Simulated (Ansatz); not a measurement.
System: CuI (P-3m1, No. 164, 4 atoms in the cell; start mp-570081; a measured phase of this formula has another space group). Method: r²SCAN+rVV10 in Ansatz (plane waves, PAW).

Run with plane-wave cutoff 560 eV, 12×12×6 k mesh (along the axes of the cell as run), Fermi–Dirac smearing 0.01 eV, no spin polarisation, scalar-relativistic PAW data made under PBE.

Cell (relaxed at this level):

```cif
data_Cu2I2
_chemical_formula_sum 'Cu2 I2'
_space_group_name_H-M_alt 'P 1'
_space_group_IT_number 1
_cell_length_a 4.09436
_cell_length_b 4.09436
_cell_length_c 7.21276
_cell_angle_alpha 90.000
_cell_angle_beta 90.000
_cell_angle_gamma 120.000
loop_
_space_group_symop_operation_xyz
  'x, y, z'
loop_
_atom_site_label
_atom_site_type_symbol
_atom_site_fract_x
_atom_site_fract_y
_atom_site_fract_z
_atom_site_occupancy
Cu1 Cu 0.66667 0.33333 0.59256 1
Cu2 Cu 0.33333 0.66667 0.40744 1
I1 I 0.33333 0.66667 0.76428 1
I2 I 0.66667 0.33333 0.23572 1
```

Task: Predict the band gap.

Result: 
- band gap = 2.09 eV (on the SCF k mesh)

Note: the relaxation could not lower the start's symmetry, so the cell can be a saddle point above a distorted one.

Spin–orbit coupling is not included; with these elements it can move the gap by several tenths of an eV or more.

Static lattice: no zero-point or thermal effects.

A start named mp-… is a Materials Project structure, which need not be a measured phase.

Ansatz is an electronic-structure program.
